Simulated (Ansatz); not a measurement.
The reference is KCl in the rock salt structure (space group Fm-3m, No. 225; a = 6.243 Å).

Structures relaxed with PBEsol (Ansatz, an electronic-structure program; PAW; 420 eV plane waves; no spin-orbit coupling).

Base:

Simulated powder pattern, Cu Kα1, λ = 1.54056 Å (kinematic, ideal powder, no thermal factors, no anomalous dispersion; the 14 strongest lines at most, above 2 %, up to 2θ = 90°):

```
2θ (°)  I/Imax (%)    hkl
------  ----------  -----
28.57          100  (200)
40.85           67  (220)
50.61           22  (222)
59.15          9.7  (400)
66.98           26  (420)
74.38           19  (422)
88.53          6.2  (440)
```

After one change:

Simulated powder pattern, Cu Kα1, λ = 1.54056 Å (kinematic, ideal powder, no thermal factors, no anomalous dispersion; the 14 strongest lines at most, above 2 %, up to 2θ = 90°):

```tsv
2θ (°)	I/Imax (%)
30.33	100
43.42	66
53.88	21
63.09	9.3
71.59	25
79.69	18
```

Which of these changes matches the shifts?
(A) pressure 5 GPa
(B) pressure 10 GPa
(C) pressure −2 GPa
(D) pressure 7.5 GPa

A, pressure 5 GPa. Its volume per atom is 25.54 Å³ against 30.41 Å³, and its space group is Fm-3m (No. 225).

Load acts through the strain it causes; cell and atoms are relaxed under it. Stability against distortions was not tested. Competing high-pressure phases were not computed.
